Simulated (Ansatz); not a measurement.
Take an 8-atom supercell of ZnSnP2 in the chalcopyrite structure (space group I-42d, No. 122; a = 5.702 Å, c = 11.436 Å) at its relaxed geometry as the base.

Computed with PBE (Ansatz, a quantum-chemistry and plane-wave program, PAW, scalar-relativistic without spin-orbit coupling).

One neutral defect a cell, atoms relaxed at fixed cell.

One change was made to it. Results:

```csv
quantity,base,after
pressure,0.0 GPa,1.3 GPa
largest displacement of a host atom from its site in the perfect cell,–,1.20 Å
```

### Question
Which change produced these results?
A. Zn vacancy
B. Sn vacancy
C. Sn on a Zn site (antisite)

### Answer
B, Sn vacancy. For comparison, the pressure in the other runs: Zn vacancy gives -3.2 GPa; Sn on a Zn site (antisite) gives 4.9 GPa.

Other magnetic orders, which the real material may have, were not ruled out. In so small a cell the defect repeats every few ångströms: this is an ordered compound, not a dilute defect. The mesh was chosen for an insulator and is coarse for the gapless case. Starting moments died away, wholly or in part, for Sn vacancy, Zn vacancy and Sn on a Zn site (antisite); another magnetic solution may exist.
